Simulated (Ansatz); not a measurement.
This Ansatz (a quantum-chemistry and plane-wave program) input is the reference run, TlBr in the CsCl type structure (space group Pm-3m, No. 221), computed with PBEsol (Ansatz), spin-orbit coupling left out:

Ansatz 0.2 input:
```yaml
crystal:
  lattice:
    - [3.9145347686, 0, 0]
    - [0, 3.9145347686, 0]
    - [0, 0, 3.9145347686]
  atoms:
    - { symbol: Tl, position: [0, 0, 0] }
    - { symbol: Br, position: [0.5, 0.5, 0.5] }
basis: { ecutwfc: 420, ecutrho_ratio: 4, xc_grid: 2, fft_grid_basis: typed }
kpoints: { mp_grid: { grid: [9, 9, 9] } }
hamiltonian:
  xc: pbesol
  dispersion: none
  pseudopotentials: { kind: paw }
scf: { occupations: { method: fermi_dirac, width: 0.05 }, convergence: { dr2_threshold: 0.0000000002 } }
output: { forces: true, stress: true }
checkpoint: { write: state.ck, write_every: 1000 }
```

Question: Write the input for this change: an isotropic linear strain of +1.00 %; the atoms relax in the strained cell.

Answer: 
Ansatz 0.2 input:
```yaml
crystal:
  lattice:
    - [3.9536801163, 0, 0]
    - [0, 3.9536801163, 0]
    - [0, 0, 3.9536801163]
  atoms:
    - { symbol: Tl, position: [0, 0, 0] }
    - { symbol: Br, position: [0.5, 0.5, 0.5] }
basis: { ecutwfc: 420, ecutrho_ratio: 4, xc_grid: 2, fft_grid_basis: typed }
kpoints: { mp_grid: { grid: [9, 9, 9] } }
hamiltonian:
  xc: pbesol
  dispersion: none
  pseudopotentials: { kind: paw }
scf: { occupations: { method: fermi_dirac, width: 0.05 }, convergence: { dr2_threshold: 0.0000000002 } }
relax: { f_tol: 0.005, max_steps: 50 }
output: { forces: true, stress: true }
checkpoint: { write: state.ck, write_every: 1000 }
```
This is the input that was run.

Whether these cells are dynamically stable was not tested.
